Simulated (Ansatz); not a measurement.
What Ti → V does to SrTiO3

The reference is SrTiO3 in the cubic perovskite structure (space group Pm-3m, No. 221; a = 3.936 Å).

Now apply this change: every Ti is replaced by V, then cell and atoms are relaxed.

Method: DFT with PBE, PAW potentials and a 420 eV plane-wave cutoff in Ansatz (a first-principles code), no spin-orbit coupling, earlier PAW set. k-mesh 12×12×12 (Γ-centred); smearing 0.05 eV (Fermi–Dirac), for the changed cell.

```json
[
 {"quantity": "lattice parameter a", "base": "3.936 Å", "changed": "3.858 Å", "shift": "-0.078 Å"},
 {"quantity": "shortest interatomic distance", "base": "1.968 Å", "changed": "1.929 Å", "shift": "-0.039 Å"},
 {"quantity": "band gap", "base": "1.85 eV", "changed": "zero", "shift": "–"}
]
```

Stability against distortions was not tested. Starting moments died away, wholly or in part, for Ti → V; another magnetic solution may exist. No Hubbard U is applied, and correlation can decide whether such a compound is a metal. All final runs are without spin polarisation. An odd electron count without spin: SrVO3. Many cubic perovskites are stable only at high temperature; tilts and polar distortions were not tested.
